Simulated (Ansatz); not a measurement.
Terminations of the (111) surface of germanium (Ge plane on top), measured from the surface 'H on every top atom'. Atoms come from or go to: Ag: fcc Ag, Bi: rhombohedral Bi, H: ½ H2(g), Sb: rhombohedral Sb. ΔE is the energy of forming the row's surface from that one (negative: more stable at these reservoirs); the vacuum level's shift is aligned on the shared bottom. No zero-point or thermal terms. These are constructed structures in small cells; real faces may alloy, dewet or reconstruct in larger ones, and not all known structures of the face are among them. Slabs of about 13 Å, Fermi-Dirac smearing of 0.025 eV. Bottom of the slabs: H caps. Relaxed from the named starts with such symmetry as they have, on meshes of like density; energies extrapolated to zero smearing; spin only where a row says so; no spin-orbit coupling, no U. Brackets mark spin-polarised runs, whose order is one that fits the cell. Where a second, spin-polarised start was run, the lower counts. A dash marks a value that is undefined for that row (no clear gap, or no work function of a gapped slab) or was not read reliably on its mesh.

Computed with PBE (plane waves to 420 eV, PAW; Ansatz, a first-principles code).

```
surface                                              atoms added per 1x1  ΔE per 1x1 (eV)  shift of the vacuum level (eV)  work function (eV)
---------------------------------------------------  -------------------  ---------------  ------------------------------  ------------------
(√3x√3)R30° Ag adatom at T4                              +0.333 Ag, -1 H             0.85                           -0.02                4.48
2x2 cell from a buckled start                                       -1 H             0.57                            0.18                   –
2x1 π-bonded chains, buckling started the other way                 -1 H                …                            0.06                   –
(√3x√3)R30° Sb adatom at H3                              -1 H, +0.333 Sb                …                           -0.02                4.33
2x1 π-bonded chains, buckling started one way                       -1 H             0.57                            0.02                   –
(√3x√3)R30° Bi adatom at T4                              +0.333 Bi, -1 H                …                           -0.55                3.83
```

What belongs in the gaps?


- 2x1 π-bonded chains, buckling started the other way, ΔE per 1x1 (eV): 0.58
- (√3x√3)R30° Sb adatom at H3, ΔE per 1x1 (eV): 0.52
- (√3x√3)R30° Bi adatom at T4, ΔE per 1x1 (eV): 0.35
